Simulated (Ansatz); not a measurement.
## Te: Te → Pd

The parent structure is Te (space group P3_121, No. 152; a = 4.317 Å, c = 5.955 Å; made of chains).

Modification: Pd takes the place of Te on all its sites, then cell and atoms are relaxed.

Calculations: PBEsol in Ansatz (plane waves to 420 eV, PAW, scalar-relativistic without spin-orbit coupling), earlier PAW set. Settings: 21×21×21 k-points, 0.05 eV Fermi–Dirac smearing, for the changed cell.

```json
[
 {"quantity": "density", "base": "6.61 g/cm³", "changed": "12.14 g/cm³", "shift": "+5.53 g/cm³"},
 {"quantity": "space group", "base": "P3_121 (No. 152)", "changed": "Fm-3m (No. 225)", "shift": "–"},
 {"quantity": "shortest interatomic distance", "base": "2.908 Å", "changed": "2.740 Å", "shift": "-0.1673 Å"},
 {"quantity": "band gap", "base": "zero", "changed": "zero", "shift": "–"}
]
```

With Te present, leaving out spin-orbit coupling can change the band edges. No phonon test of stability was made. The final runs are not spin-polarised. No dispersion term is included in the PBEsol runs. A zero or small gap of Te can be the functional's error rather than a property of the material.

Ansatz is an electronic-structure program.
